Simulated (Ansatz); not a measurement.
Base system: Ti3Al (space group P6_3/mmc, No. 194; a = 5.7474 Å, c = 4.6319 Å).

Computed with r2SCAN (Ansatz, a program for electronic structure; PAW; 500 eV plane waves; without spin-orbit coupling), earlier PAW set.

For the base:

```
Item       Result
--------  -------
Pressure  0.0 GPa
```

One thing is altered: every lattice vector is stretched by 0.49 %, atoms relaxed at fixed cell.

Q: What does the calculation give for the pressure and energy relative to the base after the change?

A: The pressure (mean of the normal stresses, compression positive) goes from zero to -1.7 GPa; the energy increases by 1.3 meV/atom.

The cells carry an imposed strain or load. Stability against distortions was not tested. The final runs are not spin-polarised.
